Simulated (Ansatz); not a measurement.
GaN under load (space group P6_3mc), PBE with spin-orbit coupling, rigid bands (Ansatz, a quantum-chemistry and plane-wave program). Condition of this run: hydrostatic pressure of 4 GPa (compression positive) (the target of the relaxation). Band gap 2.06 eV, N_c = 2.05e18 cm⁻³ and N_v = 8.71e19 cm⁻³ at 300 K, conductivity masses along y (a = (3.16, 0.00, 0.00) Å; b = (-1.58, 2.74, 0.00) Å; c = (0.00, 0.00, 5.15) Å) of 0.200 mₑ (electrons) and 1.43 mₑ (holes). Take k_BT = 0.02585 eV.

Q: Find the intrinsic carrier density and the intrinsic Fermi level.

A: n_i = √(N_c N_v) exp(−E_g/2k_BT) = 1.34e19 × exp(−39.84) = 6.6e1 cm⁻³. The level lies (k_BT/2) ln(N_v/N_c) = 48 meV from mid-gap (positive towards the conduction band). Each 0.1 eV added to the gap lowers n_i by a factor of 6.9.

Q: What thermal injection velocity √(2k_BT/πm) limits a ballistic channel along the direction named?

A: 1.20e7 cm/s for electrons and 4.50e6 cm/s for holes, a ratio of √(m_h/m_e) = 2.67, for dilute carriers.

Q: What built-in voltage has an abrupt junction with N_A = 1e16 and N_D = 1e17 cm⁻³, all dopants ionised?

A: V_bi = E_g/e − (k_BT/e) ln(N_c N_v/(N_A N_D)) = 2.06 − 0.02585 × 12.09 = 1.75 V, for the computed gap.

Rigid bands with the computed gap; masses take one relaxation time for all states. Geometry: cell and atoms relaxed with PBEsol.
